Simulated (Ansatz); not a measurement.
PBE against PBEsol: hypothetical diamond Te, isotropic strain +2.43 %

The reference is Te in the diamond structure (space group Fd-3m, No. 227; a = 7.1865 Å; a hypothetical phase, not in the database extracts checked; relaxed with 0.1 eV smearing).

(Cell as relaxed with PBE.)

Levels (all Ansatz, a first-principles code, PAW): PBE (420 eV, no spin-orbit coupling); PBEsol (420 eV, spin-orbit coupling left out).

Each level relaxes its own structure.

```csv
base,PBE,PBEsol
volume per atom,46.39 Å³,44.00 Å³
lattice parameter a,7.186 Å,7.061 Å
band gap,zero,zero
```

One thing is altered: the cell is scaled by 1.0243 in all directions; the atoms relax in the strained cell.

```json
[
 {"quantity": "pressure", "PBE": "-1.6 GPa", "PBEsol": "(withheld)"},
 {"quantity": "energy relative to the base (free energy F)", "PBE": "+19 meV/atom", "PBEsol": "(withheld)"},
 {"quantity": "band gap", "PBE": "zero", "PBEsol": "(withheld)"}
]
```

Q: Predict the PBEsol column.

A: 
- pressure, PBEsol: -1.9 GPa
- energy relative to the base (free energy F), PBEsol: +20 meV/atom
- band gap, PBEsol: zero

PBE's pressure lies 0.23 GPa above PBEsol's; PBE's energy relative to the base lies 1.7 meV/atom below PBEsol's; the two agree on the band gap. Neither level is exact; PBEsol is the comparison here, not a measurement.

Whether these cells are dynamically stable was not tested.
